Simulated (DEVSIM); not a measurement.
Device: Ti/Al2O3/p-Si capacitor, at 250 K.

```
layer (left to right)  material  thickness (nm)  Na (cm⁻³)
---------------------  --------  --------------  ---------
1                         Al2O3            13.0          -
2                            Si            9300     3.8e15
```

Metal gate on the left, work function 4.33 eV. Fixed charge at the semiconductor interface 2e10 cm⁻² (in units of +e); interface traps 8.4e10 cm⁻² eV⁻¹, uniform in energy, neutral level at 0.7 of the gap above the valence band.

The device is made up for the run: typed textbook-type constants, with dimensions and the other settings drawn at random. Values at 300 K; Nc and Nv go as T^1.5, mobilities as T to minus their exponent, the gap by Varshni's rule with the affinity fixed.

```
parameter         Al2O3        Si
----------------  -----  --------
gap (eV)            6.8     1.124
affinity (eV)      1.35      4.05
permittivity          9      11.7
Nc (cm⁻³)             -   2.86e19
Nv (cm⁻³)             -    3.1e19
Varshni α (eV/K)      -  0.000473
Varshni β (K)         -       636
```

Simulated with DEVSIM: 1D Poisson equation in equilibrium, Boltzmann statistics, complete ionisation; no quantum confinement or tunnelling. Metal contacts follow the ideal Schottky-Mott rule: no Fermi-level pinning, no interface dipoles.

Base results: flat-band voltage (V) -0.69; minimum of the low-frequency capacitance (μF/cm²) 0.0343; threshold voltage (band bending 2φF) (V) 0.14; capacitance of the dielectric stack (μF/cm²) 0.613.

Task: What follows from this one change: gate work function 4.33 → 4.03 eV?

Result: flat-band voltage -0.69 → -0.99 V; minimum of the low-frequency capacitance little changed (0.0343 μF/cm²); threshold voltage (band bending 2φF) 0.14 → -0.16 V; capacitance of the dielectric stack little changed (0.613 μF/cm²).

Task: What follows from this one change: Al2O3 thickness 0.013 → 0.0091 μm?

Result: flat-band voltage little changed (-0.68 V); minimum of the low-frequency capacitance little changed (0.0347 μF/cm²); threshold voltage (band bending 2φF) 0.14 → 0.13 V; capacitance of the dielectric stack 0.613 → 0.876 μF/cm².

Task: What follows from this one change: substrate doping 3.8e+15 → 7.6e+15 cm^-3?

Result: flat-band voltage -0.69 → -0.70 V; minimum of the low-frequency capacitance 0.0343 → 0.0415 μF/cm²; threshold voltage (band bending 2φF) 0.14 → 0.18 V; capacitance of the dielectric stack little changed (0.613 μF/cm²).

Task: What follows from this one change: interface trap density 8.4e+10 → 1e+10 cm^-2 eV^-1?

Result: flat-band voltage -0.69 → -0.67 V; minimum of the low-frequency capacitance 0.0343 → 0.0235 μF/cm²; threshold voltage (band bending 2φF) little changed (0.14 V); capacitance of the dielectric stack little changed (0.613 μF/cm²).
